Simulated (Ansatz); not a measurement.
The starting structures come from a database of crystals and need not be the phases stable at ambient conditions.

Tunnelling through a barrier is set by its complex band structure: the current falls as exp(−2κd) with the smallest κ.

Given:

```xyz
20
Lattice="5.5201 0.0000 0.0000 0.0000 12.6162 0.0000 0.0000 6.3081 4.0073" Properties=species:S:1:pos:R:3 pbc="T T T"
Mg     4.1401    11.4755     2.4680
Mg     1.3800     7.4489     1.5394
Mg     1.3800    13.7570     2.4680
Mg     4.1401     5.1673     1.5394
V      4.1401     8.8149     0.0000
V      1.3800     3.8013     0.0000
Bi     1.3800    11.4871     0.0000
Bi     4.1401     1.1292     0.0000
O      4.1401     9.8032     1.4014
O      1.3800     9.1211     2.6060
O      1.3800     2.8130     1.4014
O      4.1401    16.1113     2.6060
O      2.8187     4.8222     0.0000
O      2.7014     7.7940     0.0000
O      0.0587     7.7940     0.0000
O      5.4614     4.8222     0.0000
O      0.0000    12.6162     1.3741
O      0.0000     6.3081     2.6332
O      2.7600     6.3081     2.6332
O      2.7600    12.6162     1.3741
```

Space group of this cell: Cmcm. The cell is taken as given; by r2SCAN its mean pressure is -6.3 GPa.

Transport runs along the normal of the first two printed cell vectors.

The gap is the functional's own, uncorrected, and κ follows it; spin-orbit coupling is left out. Mid-gap values are interpolated between the computed energies.

Problem. State the band gap and the smallest decay constant κ at mid-gap according to r2SCAN in Ansatz (an electronic-structure program).

Solution. Gap 3.54 eV on a 6×8×8 mesh; κ = 0.439 1/Å, at the zone centre.
